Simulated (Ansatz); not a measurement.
```yaml
crystal:
  lattice:
    - [14.00000, 0.00000, 0.00000]
    - [0.00000, 14.00000, 0.00000]
    - [0.00000, 0.00000, 5.92595]
  atoms:
    - { symbol: Hf, position: [0.50000, 0.50000, 0.00000] }
    - { symbol: Hf, position: [0.50000, 0.50000, 0.50000] }
    - { symbol: O, position: [0.59438, 0.50000, 0.25000] }
    - { symbol: O, position: [0.40562, 0.50000, 0.25000] }
    - { symbol: O, position: [0.50000, 0.59438, 0.75000] }
    - { symbol: O, position: [0.50000, 0.40562, 0.75000] }
```

Method: PBE+D3(BJ) (plane waves to 420 eV, PAW; Ansatz, a first-principles code). Mesh 1×1×58. No spin polarisation, so a magnetic state wasn't tested. Periodic along z alone, with about 11 Å of vacuum beside it. A hypothetical model. Only distortions within the start's symmetry and period were free. Pairing along the axis, which can open a gap, is among the distortions not tried. Values not marked SOC lack spin–orbit coupling.

### Question
Tabulate the two highest filled and two lowest empty levels along the axis, from the valence top.

### Answer
| k (2π/c) | v2 (eV) | v1 (eV) | c1 (eV) | c2 (eV) |
|---|---|---|---|---|
| 0.000 | 0.00 | 0.00 | 4.17 | 4.42 |
| 0.042 | -0.01 | -0.01 | 4.18 | 4.43 |
| 0.083 | -0.02 | -0.02 | 4.21 | 4.47 |
| 0.125 | -0.05 | -0.05 | 4.27 | 4.53 |
| 0.167 | -0.08 | -0.08 | 4.34 | 4.61 |
| 0.208 | -0.13 | -0.13 | 4.43 | 4.71 |
| 0.250 | -0.18 | -0.18 | 4.53 | 4.82 |
| 0.292 | -0.24 | -0.24 | 4.65 | 4.95 |
| 0.333 | -0.31 | -0.31 | 4.78 | 5.09 |
| 0.375 | -0.38 | -0.38 | 4.91 | 5.23 |
| 0.417 | -0.46 | -0.46 | 5.05 | 5.33 |
| 0.458 | -0.53 | -0.53 | 5.18 | 5.36 |
| 0.500 | -0.57 | -0.57 | 5.29 | 5.29 |
